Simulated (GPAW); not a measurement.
A self-consistent single point of Pt2BaCd4 (P4_2/mnm, 14 atoms in the cell) with GPAW.

Level of theory: BLYP, GPAW PAW datasets BLYP (made by gpaw-setup) (plane waves; GPAW).

```xyz
14
Lattice="8.3719 0.0000 0.0000 0.0000 8.3719 0.0000 0.0000 0.0000 4.4624" Properties=species:S:1:pos:R:3 pbc="T T T"
Pt     2.3242     2.3242     0.0000
Pt     1.8617     6.5102     2.2312
Pt     6.0477     6.0477     0.0000
Pt     6.5102     1.8617     2.2312
Ba     0.0000     0.0000     0.0000
Ba     4.1860     4.1860     2.2312
Cd     7.0616     3.4300     0.0000
Cd     0.7560     2.8757     2.2312
Cd     1.3103     4.9419     0.0000
Cd     7.6159     5.4962     2.2312
Cd     2.8757     0.7560     2.2312
Cd     4.9419     1.3103     0.0000
Cd     5.4962     7.6159     2.2312
Cd     3.4300     7.0616     0.0000
```

Reference input (self-consistent single point, DFT PBEsol, plane waves, GPAW PAW datasets PBEsol (made by gpaw-setup)): mode = pw; ecut = 600 eV; xc = PBEsol; kpts = 3 3 5; mesh shift (steps) = 0.5 0.5 0.5; occupations.name = methfessel-paxton; occupations.width = 0.1 eV; occupations.order = 0; nbands = -20; convergence.density = 1e-05 e/electron; convergence.energy = 1e-05 eV/electron; symmetry.symmorphic = false. This run's input differs from it in these lines:

```diff
@@ -26,3 +26,3 @@
 calc = GPAW(mode=PW(600),
-            xc='PBEsol',
+            xc='BLYP',
             kpts=monkhorst_pack((3, 3, 5)) + [0.5 / 3, 0.5 / 3, 0.5 / 5],
```

Its files differ too (potentials: GPAW PAW datasets BLYP (made by gpaw-setup)).

Output, abridged:

```
     iter     time        total  log10-change:
                         energy   eigst   dens
iter:   1 --:--:--   -34.844384
iter:   2 --:--:--   -34.661530   -1.13  -1.44
iter:   3 --:--:--   -32.986603   -1.49  -1.46
iter:   4 --:--:--   -33.134742   -1.83  -1.69
iter:   5 --:--:--   -32.752245   -2.07  -1.85
iter:   6 --:--:--   -32.776984   -3.16  -2.24
iter:   7 --:--:--   -32.693168   -2.80  -2.32
iter:   8 --:--:--   -32.689517   -3.52  -2.55
iter:   9 --:--:--   -32.698995   -3.40  -2.62
iter:  10 --:--:--   -32.689677   -3.87  -2.84
iter:  11 --:--:--   -32.688874   -4.81  -3.31
iter:  12 --:--:--   -32.687522   -4.66  -3.36
iter:  13 --:--:--   -32.686914   -4.86  -3.54
iter:  14 --:--:--   -32.686835c  -5.63  -3.65
iter:  15 --:--:--   -32.686922c  -5.41  -3.79
iter:  16 --:--:--   -32.686835c  -6.30  -3.85
iter:  17 --:--:--   -32.686840c  -7.47c -4.03
iter:  18 --:--:--   -32.686841c  -6.34  -4.08
iter:  19 --:--:--   -32.686838c  -7.75c -4.20
iter:  20 --:--:--   -32.686830c  -7.89c -4.21
iter:  21 --:--:--   -32.686842c  -6.97  -4.27
iter:  22 --:--:--   -32.686843c  -6.43  -4.41
iter:  23 --:--:--   -32.686837c  -7.96c -4.57
iter:  24 --:--:--   -32.686830c  -6.89  -4.65
iter:  25 --:--:--   -32.686828c  -8.21c -5.02c
Converged after 25 iterations.

Dipole moment: (0.000000, 0.000000, -0.000000) |e|*Ang

Energy contributions relative to reference atoms: (reference = -3661719.732952)

Kinetic:        +93.561392
Potential:      -73.889220
External:        +0.000000
XC:             -50.387810
Entropy (-ST):   -0.011857
Local:           -1.965261
SIC:             +0.000000
--------------------------
Free energy:    -32.692757
Extrapolated:   -32.686828

Showing only first 2 kpts
 Kpt  Band  Eigenvalues  Occupancy
  0    88      8.98602    1.43060
  0    89      9.39313    0.00000
  0    90      9.79067    0.00000
  0    91     10.01297    0.00000

  1    88      8.22449    2.00000
  1    89      8.33646    2.00000
  1    90      8.82703    1.99516
  1    91      9.33765    0.00001

Fermi level: 9.02625

No gap
   [... lines left out ...]
  8 Cd    0.05615   -0.08461    0.00000
  9 Cd    0.08461    0.05615    0.00000
 10 Cd   -0.05615   -0.08461    0.00000
 11 Cd   -0.08461    0.05615    0.00000
 12 Cd    0.05615    0.08461    0.00000
 13 Cd    0.08461   -0.05615    0.00000

Stress tensor:
    -0.051718     0.000000     0.000000
     0.000000    -0.051718     0.000000
     0.000000     0.000000    -0.057320
Stress (GPa, Voigt): [-8.2861 -8.2861 -9.1837  0.      0.      0.    ]
```

The run converged in 25 iterations. GPAW prints stress with tension positive. Against the reference run the pressure goes from -1.45 to 8.59 GPa and the largest force goes from 0.085 to 0.246 eV/Å.

The starting cell comes from a database of published, mostly measured structures (it also holds non-ambient and calculated ones), without a prior relaxation at this level. Spin polarisation is off. With a pressure of about 9 GPa the cell is away from its equilibrium volume at this level.

Cost on one core of a shared machine: roughly 8 min.
